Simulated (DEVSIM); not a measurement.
System: Schottky contact on n-type Si, at 300 K.

Layer 1 from the left is Si, thickness (μm) 5.20, Nd (cm⁻³) 9.5e15, τn (s) 3.6e-7, τp (s) 3.6e-7.

Left contact: Schottky, work function 4.6 eV, emission velocity 2.6e6 cm/s. Right contact: ohmic. Voltage is applied to the left contact. Recombination: SRH at mid-gap. Gap narrowing is on: ΔEg = 6.92 meV × (l + √(l² + 0.5)), l = ln(N/1.3e17 cm⁻³), shared equally by both band edges. Mobility is μmin + (μ − μmin)/(1 + (N/Nref)^α).

The device is made up for the run: typed textbook-type constants, with dimensions and the other settings drawn at random. Values at 300 K.

Si: gap (eV) 1.124, affinity (eV) 4.05, permittivity 11.7, Nc (cm⁻³) 2.86e19, Nv (cm⁻³) 3.1e19, μn (cm²/Vs) 1417, μp (cm²/Vs) 470, μn,min 52, μp,min 45, Nref,n 9.7e16, Nref,p 2.2e17, αn 0.68, αp 0.72.

Simulated with DEVSIM: 1D drift-diffusion, Boltzmann statistics, complete ionisation; no tunnelling, impact ionisation, image-force lowering or self-heating. Metal contacts follow the ideal Schottky-Mott rule: no Fermi-level pinning, no interface dipoles.

Question: What does the simulation give for the potential step across the device at zero bias, the dark forward voltage at 100 A/cm²?

Answer: potential step across the device at zero bias 0.343 V; dark forward voltage at 100 A/cm² 0.283 V.
